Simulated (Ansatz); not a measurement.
# How far to go with the k-point mesh: RbAsF6 (R3, 8 atoms in the cell)

```xyz
8
Lattice="3.7063 2.1398 2.4685 -3.7063 2.1398 2.4685 0.0000 -4.2797 2.4685" Properties=species:S:1:pos:R:3 pbc="T T T"
Rb     0.0000     0.0000     3.7527
As     0.0000     0.0000     0.0000
F     -2.3520    -1.7328     3.9225
F      2.3520     1.7328     3.4829
F      2.6767    -1.1705     3.9225
F     -2.6767     1.1705     3.4829
F     -0.3247     2.9033     3.9225
F      0.3247    -2.9033     3.4829
```

Computed with PBEsol, default PAW files made with PBE (plane waves; Ansatz, a program for electronic structure).

Base settings: basis.ecutwfc = 420 eV; kpoints.mp_grid.grid = 5 5 5; hamiltonian.xc = pbesol; hamiltonian.pseudopotentials = {kind: paw} (the program's default PAW files); scf.occupations.method = fermi_dirac; scf.occupations.width = 0.05 eV.

The second cell is the first with its lattice scaled by 0.98.

Only quantities that move along the ladder and can be compared are tabulated.

The count of work is k-points × plane waves × bands × iterations; it is no time. Core times come from one kind of shared machine, to one figure; runs under 30 s give none.

The starting cell comes from a database of computed structures (which also holds hypothetical and non-ambient phases and stackings), without a prior relaxation at this level. Its lattice was rescaled by up to half a per cent. One atom was moved a little off its site on purpose. Ansatz's pressure includes its estimate of the finite-basis (Pulay) stress.

Steps (kpoints.mp_grid.grid): 1 1 1; 2 2 2; 3 3 3; 4 4 4; 5 5 5; 6 6 6; 7 7 7; 8 8 8; 9 9 9; 10 10 10; 11 11 11; 12 12 12; 13 13 13; 15 15 15.

Q: What is the coarsest kpoints.mp_grid.grid that holds the pressure within 0.1 GPa of the last step, with all finer ones?

A: 2 2 2, at 0.0070 of the last step's count of work; the step before is off by 0.40 GPa.

Q: What is the coarsest kpoints.mp_grid.grid that holds the energy of the compressed cell less the first within 0.5 meV/atom of the last step, with all finer ones?

A: 2 2 2, at 0.0070 of the last step's count of work; the step before is off by 2.5 meV/atom.

Q: What is the coarsest kpoints.mp_grid.grid that holds the forces within 0.02 eV/Å of the last step, with all finer ones?

A: 2 2 2, at 0.0070 of the last step's count of work; the step before is off by 0.25 eV/Å.

| kpoints.mp_grid.grid | free energy less the last step's (meV/atom) | energy of the compressed cell less the first (meV/atom) | pressure (GPa) | largest difference of a force vector from the last step's (eV/Å) | count of work / last | core time / last (rough) |
|---|---|---|---|---|---|---|
| 1 1 1 | 28.99 | 27.95 | 2.07 | 0.251 | 0.0021 | – |
| 2 2 2 | 0.59 | 30.78 | 2.48 | 0.004 | 0.0070 | – |
| 3 3 3 | 0.14 | 30.34 | 2.47 | 0.000 | 0.011 | – |
| 4 4 4 | -0.01 | 30.41 | 2.46 | 0.000 | 0.025 | – |
| 5 5 5 | -0.03 | 30.51 | 2.46 | 0.000 | 0.040 | – |
| 6 6 6 | -0.01 | 30.47 | 2.46 | 0.000 | 0.070 | – |
| 7 7 7 | -0.02 | 30.48 | 2.46 | 0.000 | 0.11 | – |
| 8 8 8 | 0.03 | 30.42 | 2.46 | 0.000 | 0.16 | – |
| 9 9 9 | 0.00 | 30.45 | 2.46 | 0.000 | 0.22 | 0.2 |
| 10 10 10 | 0.00 | 30.45 | 2.46 | 0.000 | 0.30 | 0.3 |
| 11 11 11 | 0.01 | 30.44 | 2.46 | 0.000 | 0.40 | 0.3 |
| 12 12 12 | 0.01 | 30.45 | 2.46 | 0.000 | 0.52 | 0.5 |
| 13 13 13 | 0.01 | 30.44 | 2.46 | 0.000 | 0.65 | 0.4 |
| 15 15 15 | 0.00 | 30.45 | 2.46 | 0.000 | 1.0 | 1 |

Keys are those of Ansatz 0.2.
